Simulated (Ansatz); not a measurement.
Rock-salt NaH was calculated with PBE-D4 (Ansatz, a quantum-chemistry and plane-wave program, PAW).

Settings: plane-wave cutoff 520 eV, 12×12×12 k mesh, Fermi–Dirac smearing 0.01 eV, scalar-relativistic PAW data made under PBE.

Pressure at four volumes; x = ln(V/13.774 Å³). One pressure is withheld.

```csv
V (Å³/atom),x,P (GPa)
12.947,-0.0619,?
13.223,-0.0408,1.049
13.774,0.0000,-0.001
14.600,0.0582,-1.229
```

Problem. Pass a parabola P(x) through the three rows shown, estimate the bulk modulus and its pressure derivative near zero pressure, and predict the withheld pressure.

Solution. Slopes between the rows: (-0.001 − (1.049))/(0.0000 − (-0.0408)) = -25.74 and (-1.229 − (-0.001))/(0.0582 − (0.0000)) = -21.10 GPa. Their difference over the span 0.0990 is c = 4.64/0.0990 = 46.9 GPa, so P(x) = 1.049 + (-25.74)(x − (-0.0408)) + 46.9 (x − (-0.0408))(x − (0.0000)). At the middle row B = −dP/dx = −[-25.74 + 46.9 × 0.0408] = 23.8 GPa, and B′ = dB/dP = 2c/B = 3.9. At x = -0.0619 the parabola gives 1.653 GPa; the run gives 1.655 GPa. The Birch–Murnaghan fit to the energies at all volumes has B0 = 23.7 GPa and B′ = 3.9.

Measured, for comparison: bulk modulus 19.4 ± 2 GPa (room temperature, not corrected to a static lattice; as tabulated in High-pressure studies of NaH to 54 GPa). Computed (rounded) less measured: bulk modulus +22 % (against room or unstated temperature, where such soft solids are markedly softer).
